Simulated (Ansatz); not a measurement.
**Co2Si (Pnma, No. 62)**

Level of theory: LDA (PAW; Ansatz, a quantum-chemistry and plane-wave program).

Numerical settings: plane-wave cutoff 500 eV, 8×10×6 k mesh (along the axes of the cell as run), Fermi–Dirac smearing 0.05 eV, spin-polarised start, scalar-relativistic PAW data made under PBE.

Cell: relaxed at this level.

```
Property                            Result
---------------------------  -------------
equilibrium volume per atom   9.98 Å³/atom
band gap                     zero (no gap)
```

Note: the magnetic order was assumed, not searched for or taken from measurement; a magnet's gap depends somewhat on the PAW data; the volume lies 8 % below that of the published cell.

The computed numbers hold no vibrational or temperature effects.

It cost around 30 core-minutes (rough) of CPU time.
